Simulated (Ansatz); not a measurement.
Data:

```xyz
5
Lattice="3.8396 0.0000 0.0000 0.0000 3.8396 0.0000 0.0000 0.0000 3.8396" Properties=species:S:1:pos:R:3 pbc="T T T"
Li     0.0000     1.9198     1.9198
Li     1.9198     0.0000     1.9198
Li     1.9198     1.9198     0.0000
Cl     0.0000     0.0000     0.0000
O      1.9198     1.9198     1.9198
```

The numbers are results of PBEsol, rigid bands (plane waves, PAW, scalar-relativistic; Ansatz, an electronic-structure program), not measurements. How the cell was made: cell and atoms relaxed with PBEsol.

### Question
Predict the hole conductivity mass (n e² τ/σ) at 300 K, by direction if it differs.

### Answer
1.45 mₑ.

### Question
Predict the electron conductivity mass (n e² τ/σ) at 300 K, by direction if it differs.

### Answer
0.47 mₑ.

### Question
And the band gap?

### Answer
4.75 eV at this level; semilocal functionals usually fall short of the measured gap.

Rigid bands, one relaxation time for all states, no polarons. Spin-orbit coupling is left out; where it splits the top of the valence band it changes the hole mass and lowers the gap by about a third of the splitting.

Computed structure with no diffraction record at hand here (it may be known, metastable or hypothetical): Li3OCl (Pm-3m).
